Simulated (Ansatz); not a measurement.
# ZnS: pressure series

The reference is ZnS in the wurtzite structure (space group P6_3mc, No. 186; a = 3.782 Å, c = 6.208 Å).

Cell and atoms are relaxed at each pressure.

The values are results of PBEsol (Ansatz, a quantum-chemistry and plane-wave program), no SOC, earlier PAW set, not measurements.

Candidates:
(a) pressure 30 GPa
(b) pressure 18 GPa
(c) pressure 1.8 GPa
(d) pressure −2 GPa

Before the change:

The band gap is 2.15 eV.

**Question.** Order them by band gap, lowest first.

**Answer.** (d) pressure −2 GPa (2.03 eV), (c) pressure 1.8 GPa (2.24 eV), (b) pressure 18 GPa (2.84 eV), (a) pressure 30 GPa (2.91 eV)

Load acts through the strain it causes; cell and atoms are relaxed under it. No phonon test of stability was made. Tetrahedral semiconductors of this kind turn to denser phases somewhere between about 1 and 50 GPa; those were not computed, so compressed cells here can lie past the real transition.
